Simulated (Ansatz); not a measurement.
How the smallest direct gap on the k points sampled of InSe (P6₃/mmc, No. 194; cell taken from a computed entry) moves with the method

No measured value is used here.

```tsv
level (code)	value (eV)
LDA (Ansatz)	?
PBE+SOC (Ansatz)	0.51
PBEsol (Ansatz)	0.43
r²SCAN+SOC (Ansatz)	?
HSE06 (Ansatz)	1.29
PBE0 (Ansatz)	1.88
```

Q: Some entries are withheld; supply them.

A: 
- LDA (Ansatz, a program for electronic structure), value (eV): 0.30
- r²SCAN+SOC (Ansatz), value (eV): 0.94

Computed values are for a static lattice. Spin–orbit coupling is included only where a level's name says +SOC; with heavier elements it mostly lowers gaps and can invert bands.  Values are at the PBEsol cell. Cutoffs and k meshes differ between the levels. Ansatz's density-functional and Hartree–Fock values are scalar-relativistic unless marked +SOC, with PAW data made under PBE.
